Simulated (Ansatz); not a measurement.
Structures of equal composition on the (111) surface of fcc Ir: a pseudomorphic layer of Mo in the host's stacking; a pseudomorphic layer of Mo in the other hollow. The slabs share one bottom face, and each structure is named by its start. These are constructed structures in small cells; real faces may alloy, dewet or reconstruct in larger ones, and not all known structures of the face are among them. Slabs of about 11 Å, Fermi-Dirac smearing of 0.1 eV. Bottom of the slabs: a bare face, its two planes held. Relaxed from the named starts with such symmetry as they have, on meshes of like density; energies extrapolated to zero smearing; spin only where a row says so; no spin-orbit coupling, no U. Brackets mark spin-polarised runs, whose order is one that fits the cell.

All values below come from PBE (plane waves to 420 eV, PAW; Ansatz, a first-principles code).

Problem. Rank these by energy per 1x1 cell (lowest first), as PBE gives it.

Solution. a pseudomorphic layer of Mo in the other hollow (0.000 eV), a pseudomorphic layer of Mo in the host's stacking (0.078 eV)
